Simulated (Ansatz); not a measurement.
The parent structure is GaSb in the zinc blende structure (space group F-43m, No. 216; a = 6.1335 Å).

Method: r2SCAN in Ansatz (plane waves to 500 eV, PAW, no SOC), earlier PAW set.

Before the change:

| Property | Result |
|---|---|
| Valley order | Γ 0.41 eV; L along ⟨111⟩ 0.68 eV; a point along ⟨100⟩, about 0.9 Å⁻¹ from Γ 1.10 eV |

Modification: hole doping at 1.0×10^22 cm⁻³ (0.577 per cell), with a uniform compensating background at fixed cell and a 300 K Fermi–Dirac width.

Task: Estimate the effect on the Fermi level from band edge.

Result: The Fermi level relative to the doped band's edge (positive inside the band; to 0.05 eV) is +1.15 eV.

Task: What happens to the valley order?

Result: The valley order (the lowest conduction-band minima on the path, energy above the VBM, named in the base's zone) becomes Γ 0.40 eV; L along ⟨111⟩ 0.81 eV; a point along ⟨100⟩, about 0.9 Å⁻¹ from Γ 1.34 eV (base: Γ 0.41 eV; L along ⟨111⟩ 0.68 eV; a point along ⟨100⟩, about 0.9 Å⁻¹ from Γ 1.10 eV).

Charged cell with a jellium background: band edges are those of the host's band count, energies are not comparable with the neutral cell, and many-body gap narrowing is missing. With Sb present, leaving out spin-orbit coupling can change the band edges. The levels and masses belong to the bands next to the band gap. Stability against distortions was not tested.

Ansatz is a first-principles code.
